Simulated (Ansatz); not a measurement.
The starting structures come from a database of crystals and need not be the phases stable at ambient conditions.

Tunnelling through a barrier is set by its complex band structure: the current falls as exp(−2κd) with the smallest κ.

Here is the system:

```
CsLiBr2
1.0
    5.18124     0.00000     0.00000
    0.00000     9.93006     0.00000
    0.00000     0.00000     5.18124
Cs Li Br
2 2 4
Direct
  0.50000   0.69997   0.00000
  0.00000   0.30003   0.50000
  0.00000   0.91752   0.50000
  0.50000   0.08248   0.00000
  0.50000   0.33408   0.00000
  0.00000   0.66592   0.50000
  0.00000   0.00000   0.00000
  0.50000   0.00000   0.50000
```

Space group of this cell: P4/nmm. The cell is taken as given.

Transport runs along the normal of the first two printed cell vectors, the (100) plane of the conventional cell.

The gap is the functional's own. No spin-orbit coupling. Mid-gap values are interpolated on the energy grid.

State the band gap and the smallest decay constant κ at mid-gap according to r2SCAN in Ansatz (a first-principles code).

Gap 4.99 eV on a 6×4×6 mesh; κ = 0.378 1/Å, at the zone centre.
